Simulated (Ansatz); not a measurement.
This Ansatz (a program for electronic structure) input is the reference run, MgS in the rock salt structure (space group Fm-3m, No. 225), computed with r2SCAN in Ansatz (plane waves to 500 eV, PAW, scalar-relativistic without spin-orbit coupling):

Ansatz 0.2 input:
```yaml
crystal:
  lattice:
    - [0, 2.601517215, 2.601517215]
    - [2.601517215, 0, 2.601517215]
    - [2.601517215, 2.601517215, 0]
  atoms:
    - { symbol: Mg, position: [0, 0, 0] }
    - { symbol: S, position: [0.5, 0.5, 0.5] }
basis: { ecutwfc: 500, ecutrho_ratio: 4, xc_grid: 4, fft_grid_basis: typed }
kpoints: { mp_grid: { grid: [11, 11, 11] } }
hamiltonian:
  xc: r2scan
  dispersion: none
  pseudopotentials: { kind: paw }
scf: { occupations: { method: fermi_dirac, width: 0.05 }, convergence: { dr2_threshold: 0.0000000002 } }
output: { forces: true, stress: true }
checkpoint: { write: state.ck, write_every: 1000 }
```

Task: Write the input for this change: an isotropic linear strain of +1.50 %, atoms relaxed at fixed cell.

Result: 
Ansatz 0.2 input:
```yaml
crystal:
  lattice:
    - [0, 2.6405399732, 2.6405399732]
    - [2.6405399732, 0, 2.6405399732]
    - [2.6405399732, 2.6405399732, 0]
  atoms:
    - { symbol: Mg, position: [0, 0, 0] }
    - { symbol: S, position: [0.5, 0.5, 0.5] }
basis: { ecutwfc: 500, ecutrho_ratio: 4, xc_grid: 4, fft_grid_basis: typed }
kpoints: { mp_grid: { grid: [11, 11, 11] } }
hamiltonian:
  xc: r2scan
  dispersion: none
  pseudopotentials: { kind: paw }
scf: { occupations: { method: fermi_dirac, width: 0.05 }, convergence: { dr2_threshold: 0.0000000002 } }
relax: { f_tol: 0.005, max_steps: 50 }
output: { forces: true, stress: true }
checkpoint: { write: state.ck, write_every: 1000 }
```
This is the input that was run.

Stability against distortions was not tested.
